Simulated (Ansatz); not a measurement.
Base system: ZrN in the rock salt structure (space group Fm-3m, No. 225; a = 4.552 Å).

Method: PBEsol (Ansatz, an electronic-structure program; PAW; 420 eV plane waves; without spin-orbit coupling).

Base values:

The lattice parameter a comes out as 4.552 Å.

One thing is altered: full substitution Zr → Nb; the structure is relaxed again.

Q: What does the calculation give for the lattice parameter a after the change?

A: The lattice parameter a shrinks by 0.172 Å to 4.380 Å.

Whether these cells are dynamically stable was not tested. The final runs are not spin-polarised. An odd electron count without spin: ZrN.
